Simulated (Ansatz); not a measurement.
Ru in the hcp (Mg type) structure, quasi-harmonic lattice dynamics with Ansatz (a quantum-chemistry and plane-wave program), PBEsol functional, plane-wave PAW. 

```json
[
 {"T (K)": "100", "α_a (10⁻⁶/K)": "2.7", "α_c (10⁻⁶/K)": "4.2", "C_P (J/mol/K)": "13.1", "bulk modulus B_T (GPa)": "(withheld)", "γ": "2.03"},
 {"T (K)": "200", "α_a (10⁻⁶/K)": "4.4", "α_c (10⁻⁶/K)": "7.3", "C_P (J/mol/K)": "21.4", "bulk modulus B_T (GPa)": "339", "γ": "2.08"},
 {"T (K)": "250", "α_a (10⁻⁶/K)": "4.7", "α_c (10⁻⁶/K)": "8.0", "C_P (J/mol/K)": "22.9", "bulk modulus B_T (GPa)": "337", "γ": "2.08"},
 {"T (K)": "350", "α_a (10⁻⁶/K)": "5.0", "α_c (10⁻⁶/K)": "8.7", "C_P (J/mol/K)": "24.5", "bulk modulus B_T (GPa)": "333", "γ": "2.09"},
 {"T (K)": "650", "α_a (10⁻⁶/K)": "5.3", "α_c (10⁻⁶/K)": "10.2", "C_P (J/mol/K)": "26.6", "bulk modulus B_T (GPa)": "321", "γ": "2.11"},
 {"T (K)": "700", "α_a (10⁻⁶/K)": "5.3", "α_c (10⁻⁶/K)": "10.4", "C_P (J/mol/K)": "26.8", "bulk modulus B_T (GPa)": "319", "γ": "2.11"},
 {"T (K)": "850", "α_a (10⁻⁶/K)": "5.4", "α_c (10⁻⁶/K)": "11.2", "C_P (J/mol/K)": "27.5", "bulk modulus B_T (GPa)": "313", "γ": "2.12"},
 {"T (K)": "1000", "α_a (10⁻⁶/K)": "5.4", "α_c (10⁻⁶/K)": "(withheld)", "C_P (J/mol/K)": "28.2", "bulk modulus B_T (GPa)": "307", "γ": "2.13"}
]
```

**Question.** Fill in the missing entries.

**Answer.** 
- 100, bulk modulus B_T (GPa): 343
- 1000, α_c (10⁻⁶/K): 12.0

The crystal is held in this phase throughout; melting and phase transitions are not modelled.

The PAW data sets were generated under PBE and serve the other functionals too.
